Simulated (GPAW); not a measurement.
A self-consistent single point of NaPt2 (Fd-3m, 6 atoms in the cell) with GPAW.

Computed with LDA (Perdew-Wang 92), GPAW PAW datasets LDA (gpaw-data 1.0.1) (plane waves; GPAW).

The change in words: lattice scaled by 0.98. Reference geometry:
```
CELL_PARAMETERS angstrom
      0.00000     3.75235     3.75235
      3.75235     0.00000     3.75235
      3.75235     3.75235     0.00000
ATOMIC_POSITIONS crystal
  Na 0.50000 0.50000 0.50000
  Na 0.75000 0.75000 0.75000
  Pt 0.12500 0.12500 0.12500
  Pt 0.62500 0.12500 0.12500
  Pt 0.12500 0.12500 0.62500
  Pt 0.12500 0.62500 0.12500
```

Reference input (self-consistent single point, DFT LDA (Perdew-Wang 92), plane waves, GPAW PAW datasets LDA (gpaw-data 1.0.1)): mode = pw; ecut = 850 eV; xc = LDA; kpts = 8 8 8; mesh shift (steps) = 0 0 0; occupations.name = fermi-dirac; occupations.width = 0.1 eV; nbands = -14; convergence.density = 1e-05 e/electron; symmetry.symmorphic = false; symmetry.tolerance = 0.0005; maxiter = 100. This run's input differs from it in these lines:

```diff
@@ -5,5 +5,5 @@
 atoms = Atoms(['Na', 'Na', 'Pt', 'Pt', 'Pt', 'Pt'],
-              cell=[[0.000000, 3.752350, 3.752350],
-                    [3.752350, 0.000000, 3.752350],
-                    [3.752350, 3.752350, 0.000000]],
+              cell=[[0.000000, 3.677303, 3.677303],
+                    [3.677303, 0.000000, 3.677303],
+                    [3.677303, 3.677303, 0.000000]],
               scaled_positions=[[0.500000, 0.500000, 0.500000],
```

Log, with long lists cut:

```
     iter     time        total  log10-change:
                         energy   eigst   dens
iter:   1 --:--:--   -39.207131
iter:   2 --:--:--   -38.627885   -1.41  -1.40
iter:   3 --:--:--   -36.710564   -1.13  -1.44
iter:   4 --:--:--   -36.571693   -2.79  -1.91
iter:   5 --:--:--   -36.429831   -2.27  -1.93
iter:   6 --:--:--   -36.379386   -3.08  -2.27
iter:   7 --:--:--   -36.392094   -3.47  -2.64
iter:   8 --:--:--   -36.379669c  -3.66  -2.46
iter:   9 --:--:--   -36.377152c  -3.81  -2.82
iter:  10 --:--:--   -36.378738c  -4.49  -3.20
iter:  11 --:--:--   -36.376847c  -4.56  -3.06
iter:  12 --:--:--   -36.376840c  -6.14  -4.11
iter:  13 --:--:--   -36.376834c  -7.20  -4.05
iter:  14 --:--:--   -36.376839c  -7.50c -4.07
iter:  15 --:--:--   -36.376822c  -7.06  -4.22
iter:  16 --:--:--   -36.376821c  -8.02c -4.29
iter:  17 --:--:--   -36.376821c  -7.76c -4.33
iter:  18 --:--:--   -36.376820c  -7.87c -4.44
iter:  19 --:--:--   -36.376830c  -7.45c -4.37
iter:  20 --:--:--   -36.376826c  -7.81c -4.38
iter:  21 --:--:--   -36.376823c  -8.12c -4.42
iter:  22 --:--:--   -36.376823c  -9.12c -4.51
iter:  23 --:--:--   -36.376821c  -7.39  -4.53
iter:  24 --:--:--   -36.376821c  -8.57c -5.60c
Converged after 24 iterations.

Dipole moment: (-29.541306, -29.541306, -29.541306) |e|*Ang

Energy contributions relative to reference atoms: (reference = -2009184.412564)

Kinetic:         -8.596646
Potential:       +4.324356
External:        +0.000000
XC:             -29.589328
Entropy (-ST):   -0.084852
Local:           -2.472776
SIC:             +0.000000
--------------------------
Free energy:    -36.419247
Extrapolated:   -36.376821

Showing only first 2 kpts
 Kpt  Band  Eigenvalues  Occupancy
  0    37      8.64755    0.00000
  0    38      8.64755    0.00000
  0    39      8.64755    0.00000
  0    40      9.24614    0.00000

  1    37      7.81741    0.00066
  1    38      7.98420    0.00013
  1    39      8.07614    0.00005
  1    40      9.31306    0.00000

Fermi level: 7.01645

No gap
   [... lines left out ...]
  0 Na    0.00000   -0.00000   -0.00000
  1 Na    0.00000    0.00000    0.00000
  2 Pt   -0.00000   -0.00000    0.00000
  3 Pt    0.00000    0.00000   -0.00000
  4 Pt    0.00000   -0.00000    0.00000
  5 Pt    0.00000    0.00000   -0.00000

Stress tensor:
    -0.019644     0.000000     0.000000
     0.000000    -0.019644     0.000000
     0.000000     0.000000    -0.019644
Stress (GPa, Voigt): [-3.1473 -3.1473 -3.1473  0.      0.      0.    ]
```

The run converged in 24 iterations. GPAW prints stress with tension positive. Against the reference run the free energy drops by 9.6 meV/atom and the pressure goes from -5.57 to 3.15 GPa.

The starting cell comes from a database of computed structures (which also holds hypothetical and non-ambient phases and stackings), without a prior relaxation at this level. For this run, on top of that: lattice scaled by 0.98. Spin polarisation is off. With a pressure of about 3 GPa the cell is away from its equilibrium volume at this level.

Cost on one core of a shared machine: roughly 3 min.
